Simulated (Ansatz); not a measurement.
Worked example: zone-centre phonon calculation of SrSbPt (P-6m2, 3 atoms in the cell) in Ansatz (a first-principles code).

Computed with LDA (PW92), PAW files made with PBE (plane waves; Ansatz).

```yaml
crystal:
  lattice:
    - [4.50717, 0.00000, 0.00000]
    - [-2.25359, 3.90332, 0.00000]
    - [0.00000, 0.00000, 4.63998]
  atoms:
    - { symbol: Sr, position: [0.00000, 0.00000, 0.00000] }
    - { symbol: Sb, position: [0.66667, 0.33333, 0.50000] }
    - { symbol: Pt, position: [0.33333, 0.66667, 0.50000] }
```

Reference input (self-consistent single point, DFT, LDA (PW92), plane waves, PAW files made with PBE): basis.ecutwfc = 420 eV; kpoints.mp_grid.grid = 6 6 5; hamiltonian.xc = lda; hamiltonian.pseudopotentials = {kind: paw} (the program's default PAW files); scf.occupations.method = gaussian; scf.occupations.width = 0.1 eV. This run's input differs from it in these lines:

```diff
@@ -24,6 +24,4 @@
     width: 0.1 eV
-output:
-  forces: true
-  eigenvalues: true
-  stress: true
+phonons:
+  method: dfpt
```

The program printed (abridged):

```
SCF iter   1: F=—  HF=-22033.520081 eV  |F-HF|=—  |Δ(HF+E_count)|=         —  Δρ=1.31e-1  dr2=2.83e1  ethr=3.10e-3  ⟨swp⟩=8.1  Hψ=5584  notcnv=0
all-band conjugate gradients solve this SCF's bands
preconditioner: auto → Kerker (q_TF=auto, 2.452 Å⁻¹)
SCF iter   2: F=—  HF=-22030.164517 eV  |F-HF|=—  |Δ(HF+E_count)|=    3.36e0  Δρ=5.33e-2  dr2=5.07e0  ethr=3.10e-3  ⟨swp⟩=3.0  Hψ=2434  notcnv=0  defer=6
   [... lines left out ...]
SCF iter  10: F=—  HF=-22029.252393 eV  |F-HF|=—  |Δ(HF+E_count)|=   1.95e-6  Δρ=3.92e-6  dr2=1.73e-8  ethr=2.75e-9  ⟨swp⟩=2.0  Hψ=1287  notcnv=0  defer=12
SCF iter  11: F=—  HF=-22029.252393 eV  |F-HF|=—  |Δ(HF+E_count)|=  3.13e-10  Δρ=9.67e-7  dr2=9.16e-10  ethr=4.01e-11  ⟨swp⟩=2.5  Hψ=1738  notcnv=0  defer=12
SCF iter  12: F=—  HF=-22029.252393 eV  |F-HF|=—  |Δ(HF+E_count)|=  2.91e-11  Δρ=2.80e-7  dr2=9.09e-11  ethr=2.13e-12  ⟨swp⟩=2.0  Hψ=1496  notcnv=0  defer=12
SCF iter  13: F=-22029.252393 eV  HF=-22029.252393 eV  |F-HF|=7.28e-12  |Δ(HF+E_count)|=  1.09e-11  Δρ=8.52e-8  dr2=9.80e-12  ethr=1.00e-12  ⟨swp⟩=9.1  Hψ=5785  notcnv=0
SCF 1 converged in 13 iterations: F = -22029.252393 eV  dr2 = 9.80e-12
DFPT response loops at Γ: preconditioner auto → Kerker (q_TF=auto, 2.452 Å⁻¹) (partly filled bands, converged f_vac=0.000) …
Free energy (F): -22029.252393 eV
Internal energy: -22029.229595 eV  (E = F + TS)
E sigma→0 (E₀):  -22029.240994 eV
Entropy (-TS):   -0.022798 eV (-7.599 meV/atom)
Fermi energy:    10.757527 eV
--- Phonons (Γ-DFPT): 6 representative perturbations + reference, on 39 of 180 k-points (Σ response iterations 18) ---
  k mesh reduced under 4 symmetry operations, with k and −k counted as one. Each operation leaves every solved displacement unchanged or reverses it
  ASR residual: 1.911e-4 → 0.000e0 eV/Å²; symmetrization residual: 2.625e-5 eV/Å²
  ASR residual per site (eV/Å²): 1.91e-4 4.45e-5 4.01e-5
  Γ frequencies (cm⁻¹): 0.00 0.00 0.00 60.14 80.30 80.30 116.70 168.68 168.68
  non-analytic LO–TO correction: not included (Born effective charges unavailable; polar crystals: no LO–TO splitting at Γ)
```

The run converged in 13 iterations. 

Summary of the result:
```
Item                                                                                  Result
--------------------------------------------------------  ----------------------------------
Free energy E − TS (on the zero of these files)                               -22029.2524 eV
Fermi level (on the code's own zero)                                                10.76 eV
Zone-centre frequencies (cm⁻¹; negative means imaginary)  0, 0, 0, 60, 80, 80, 117, 169, 169
```

The starting cell comes from a database of computed structures (which also holds hypothetical and non-ambient phases and stackings), without a prior relaxation at this level. Spin polarisation is off.

Keys are those of Ansatz 0.2.
